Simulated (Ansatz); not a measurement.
Reference: CaSe (Fm-3m), PBEsol with spin-orbit coupling, rigid bands (plane waves, PAW; Ansatz, a first-principles code); geometry: cell and atoms relaxed with PBEsol.

Space group Fm-3m (No. 225); a = 5.868 Å, b = 5.868 Å, c = 5.868 Å, α = 90.00°, β = 90.00°, γ = 90.00°

```tsv
atom	site	symmetry	x	y	z
Ca	4a	m-3m	0.0000	0.0000	0.0000
Se	4b	m-3m	0.5000	0.5000	0.5000
```
(The calculation used a cell of 2 atoms; values per cell refer to that cell.)

| Quantity | Result |
|---|---|
| band gap | 1.74 eV |
| electron conductivity mass | 0.38 mₑ |
| hole conductivity mass | 0.60 mₑ |
| Seebeck coefficient, n-type 1e19 cm⁻³ | -295 μV/K |

Task: Replace Ca by Mg on the same sites and relax. What happens?

Result: MgSe (Fm-3m): volume per atom 25.3 to 20.2 Å³; band gap falls (1.74 eV to 1.64 eV); electron conductivity mass falls (0.38 mₑ to 0.29 mₑ); hole conductivity mass rises (0.60 mₑ to 0.95 mₑ); Seebeck coefficient, n-type 1e19 cm⁻³ falls in size (-295 μV/K to -241 μV/K).

Moves up to 5 % count as about the same. Masses are for dilute carriers at 300 K, harmonic means over directions unless an axis is named. Seebeck coefficients are for the stated density at 300 K, with one relaxation time for all states and whether or not that doping can be reached.

Formula and space group known from diffraction (Crystallography Open Database), not checked to be the room-temperature form: CaSe (Fm-3m).
